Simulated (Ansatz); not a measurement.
**Tl: response to strain**

The reference is Tl in the hcp (Mg type) structure (space group P6_3/mmc, No. 194; relaxed with 0.1 eV smearing).

```yaml
crystal:
  lattice:
    - [3.55511, 0.00000, 0.00000]
    - [-1.77756, 3.07882, 0.00000]
    - [0.00000, 0.00000, 5.51645]
  atoms:
    - { symbol: Tl, position: [0.33333, 0.66667, 0.75000] }
    - { symbol: Tl, position: [0.66667, 0.33333, 0.25000] }
```

Cartesian axes are those of the cell as printed.

Strains are applied to the cell and any free atomic positions relax.

All numbers come from DFT with r2SCAN, PAW potentials and a 500 eV plane-wave cutoff in Ansatz (an electronic-structure program), no spin-orbit coupling, earlier PAW set.

Candidates:
(a) isotropic strain +3.95 %
(b) strain tensor (xx, yy, zz, yz, xz, xy) = (+3.30, +1.53, −1.17, −1.29, +0.40, −0.52) %
(c) uniaxial strain ε_xx = +2.95 %

Notes on the quantities. energy relative to the base: free energy F.

Problem. Order them by energy relative to the base, lowest first.

Solution. (c) uniaxial strain ε_xx = +2.95 % (+2.6 meV/atom), (b) strain tensor (xx, yy, zz, yz, xz, xy) = (+3.30, +1.53, −1.17, −1.29, +0.40, −0.52) % (+5.3 meV/atom), (a) isotropic strain +3.95 % (+36 meV/atom)

Stability against distortions was not tested.
